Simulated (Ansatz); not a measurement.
**Be, response to strain**

Consider Be in the hcp (Mg type) structure (space group P6_3/mmc, No. 194; a = 2.2552 Å, c = 3.5580 Å; relaxed with 0.1 eV smearing). Axes: x lies along a and z along c of the hexagonal cell.

Strains are applied to the cell and any free atomic positions relax.

Level of theory: Kohn–Sham DFT with the PBEsol functional, run in Ansatz (a program for electronic structure) with PAW and 420 eV plane waves, scalar-relativistic without spin-orbit coupling.

Notes on the quantities. pressure: mean of the normal stresses, compression positive.

```
case                            pressure  shortest interatomic distance
------------------------------  --------  -----------------------------
base                             0.0 GPa                        2.205 Å
uniaxial strain ε_zz = −3.00 %   4.5 GPa                        2.162 Å
uniaxial strain ε_zz = −1.50 %   2.1 GPa                        2.183 Å
uniaxial strain ε_zz = −1.00 %   1.4 GPa                        2.190 Å
uniaxial strain ε_zz = −0.50 %   0.7 GPa                        2.197 Å
uniaxial strain ε_zz = +0.50 %  -0.7 GPa                        2.212 Å
uniaxial strain ε_zz = +1.50 %  -1.9 GPa                        2.226 Å
uniaxial strain ε_zz = +2.00 %  -2.5 GPa                        2.233 Å
uniaxial strain ε_zz = +2.50 %  -3.1 GPa                        2.241 Å
uniaxial strain ε_zz = +3.00 %  -3.7 GPa                        2.248 Å
```

Stability against distortions was not tested.
